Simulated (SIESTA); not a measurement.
Input and output of a self-consistent single point for Mo2N (Imm2, 6 atoms in the cell) (SIESTA).

Computed with GGA PBEsol, numerical atomic orbitals DZP, PseudoDojo PBEsol standard norm-conserving potentials (rewritten from UPF to PSML) (SIESTA).

The change in words: lattice scaled by 0.98. Reference geometry:
```yaml
crystal:
  lattice:
    - [-2.13417, 2.13417, 3.98701]
    - [2.13417, -2.13417, 3.98701]
    - [2.13417, 2.13417, -3.98701]
  atoms:
    - { symbol: Mo, position: [0.99323, 0.49323, 0.50000] }
    - { symbol: Mo, position: [0.23696, 0.23696, 0.00000] }
    - { symbol: Mo, position: [0.76304, 0.76304, 0.00000] }
    - { symbol: Mo, position: [0.51304, 0.01304, 0.50000] }
    - { symbol: N, position: [0.25000, 0.75000, 0.50000] }
    - { symbol: N, position: [0.50000, 0.50000, 0.00000] }
```

Reference input (self-consistent single point, DFT, GGA PBEsol, numerical atomic orbitals DZP, PseudoDojo PBEsol standard norm-conserving potentials (rewritten from UPF to PSML)): XC.functional = GGA; XC.authors = PBEsol; potentials = PseudoDojo PBEsol standard; PAO.BasisSize = DZP; PAO.EnergyShift = 0.005 Ry; MeshCutoff = 400 Ry; kgrid.MonkhorstPack = 5 5 5; OccupationFunction = MP; OccupationMPOrder = 0; ElectronicTemperature = 1160.45 K; MaxSCFIterations = 150; SCF.Mixer.Method = Broyden. This run's input differs from it in these lines:

```diff
@@ -12,5 +12,5 @@
 %block LatticeVectors
-    -2.134168000    2.134168000    3.987015000
-     2.134168000   -2.134168000    3.987015000
-     2.134168000    2.134168000   -3.987015000
+    -2.091485000    2.091485000    3.907275000
+     2.091485000   -2.091485000    3.907275000
+     2.091485000    2.091485000   -3.907275000
 %endblock LatticeVectors
@@ -18,8 +18,8 @@
 %block AtomicCoordinatesAndAtomicSpecies
-     0.000000000    2.134168000    3.933030817  1
-     0.000000000   -0.000000000    1.889526149  1
-    -0.000000000    0.000000000    6.084503851  1
-    -0.000000000    2.134168000    0.103981351  1
-     2.134168000    0.000000000    1.993507500  2
-     0.000000000    0.000000000    3.987015000  2
+     0.000000000    2.091485000    3.854370496  1
+    -0.000000000    0.000000000    1.851735768  1
+    -0.000000000    0.000000000    5.962814232  1
+     0.000000000    2.091485000    0.101901732  1
+     2.091485000    0.000000000    1.953637500  2
+     0.000000000    0.000000000    3.907275000  2
 %endblock AtomicCoordinatesAndAtomicSpecies
```

Output (repeated stretches shortened):

```
        iscf     Eharris(eV)        E_KS(eV)     FreeEng(eV)     dDmax    Ef(eV) dHmax(eV)
   scf:    1    -8116.444847    -8195.552368    -8195.569958  1.063353 -2.863864 11.320428
   scf:    2    -8210.639873    -8203.673888    -8203.693781  0.145762 -3.112776  6.949709
   scf:    3    -8212.572785    -8210.492614    -8210.514623  0.287406 -3.623465  1.778158
   scf:    4    -8205.881348    -8209.152071    -8209.180229  0.275257 -3.912186  4.867848
   scf:    5    -8211.958734    -8210.944092    -8210.971766  0.085829 -4.060965  1.307243
   [... 7 lines left out ...]
   scf:   13    -8211.083360    -8211.083358    -8211.109879  0.000111 -4.135607  0.000414
   scf:   14    -8211.083359    -8211.083359    -8211.109879  0.000027 -4.135637  0.000306
   scf:   15    -8211.083360    -8211.083359    -8211.109880  0.000012 -4.135645  0.000229
   scf:   16    -8211.083360    -8211.083359    -8211.109880  0.000009 -4.135649  0.000172
SCF Convergence by DM+H criterion
max |DM_out - DM_in|         :     0.0000093361
max |H_out - H_in|      (eV) :     0.0001719986
SCF cycle converged after 16 iterations

Using DM_out to compute the final energy and forces

siesta: E_KS(eV) =            -8211.0834

siesta: E_KS - E_eggbox =     -8211.0834

siesta: Atomic forces (eV/Ang):
     1   -0.000643    0.000855   -1.298571
     2    0.002397   -0.000226   -0.254174
     3    0.000213   -0.002523    0.353984
     4    0.001060   -0.001649    0.552717
     5    0.000173   -0.000206    0.651924
     6   -0.000070    0.000154   -0.012425
   Tot    0.003130   -0.003595   -0.006545
   Max    1.298571
   Res    0.380560    sqrt( Sum f_i^2 / 3N )
   Max    1.298571    constrained

   [... lines left out ...]
siesta: FreeEng =     -8211.109880
   [... lines left out ...]
siesta:    -0.103170   -0.000546    0.000059
siesta:    -0.000546   -0.103239    0.000052
siesta:     0.000059    0.000052   -0.121236

siesta: Cell volume =         68.366521 Ang**3

siesta: Pressure (static):
siesta:                Solid            Molecule  Units
siesta:           0.00118950          0.00129912  Ry/Bohr**3
siesta:           0.10921476          0.11927986  eV/Ang**3
siesta:         174.98134172        191.10740596  kBar
```

The run converged in 16 iterations. Against the reference run the free energy goes up by 26.7 meV/atom, the pressure goes from -4.21 to 17.50 GPa and the largest force goes from 0.740 to 1.299 eV/Å.

The starting cell comes from a database of computed structures (which also holds hypothetical and non-ambient phases and stackings), without a prior relaxation at this level. Its lattice was rescaled by up to half a per cent. One atom was moved a little off its site on purpose. For this run, on top of that: lattice scaled by 0.98. Spin polarisation is off. Values carry the incompleteness of an atom-centred basis. With a pressure of about 17 GPa the cell is away from its equilibrium volume at this level. Forces in this geometry exceed 1 eV/Å.

Cost on one core of a shared machine: roughly 3 min.
